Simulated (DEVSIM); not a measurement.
System: Ti/SiO2/p-Si capacitor, at 300 K.

```csv
layer (left to right),material,thickness (nm),Na (cm⁻³)
1,SiO2,2.80,-
2,Si,6200,8.7e15
```

Metal gate on the left, work function 4.33 eV. Fixed charge at the semiconductor interface 1.3e10 cm⁻² (in units of +e); no interface traps.

The device is made up for the run: typed textbook-type constants, with dimensions and the other settings drawn at random. Values at 300 K; Nc and Nv go as T^1.5, mobilities as T to minus their exponent, the gap by Varshni's rule with the affinity fixed.

```
parameter         SiO2        Si
----------------  ----  --------
gap (eV)             9     1.124
affinity (eV)      0.9      4.05
permittivity       3.9      11.7
Nc (cm⁻³)            -   2.86e19
Nv (cm⁻³)            -    3.1e19
Varshni α (eV/K)     -  0.000473
Varshni β (K)        -       636
```

Simulated with DEVSIM: 1D Poisson equation in equilibrium, Boltzmann statistics, complete ionisation; no quantum confinement or tunnelling. Metal contacts follow the ideal Schottky-Mott rule: no Fermi-level pinning, no interface dipoles.

The temperature was swept, all else fixed.

```csv
temperature (K),minimum of the low-frequency capacitance (μF/cm²),threshold voltage (band bending 2φF) (V),flat-band voltage (V)
250,0.0329,0.15,-0.69
300,0.0351,0.11,-0.63
350,___,___,-0.58
400,0.0448,0.02,-0.52
450,0.0552,-0.03,-0.46
500,0.0702,-0.08,-0.40
```

### Question
Fill in the missing entries.

### Answer

- 350, minimum of the low-frequency capacitance (μF/cm²): 0.0403
- 350, threshold voltage (band bending 2φF) (V): 0.06
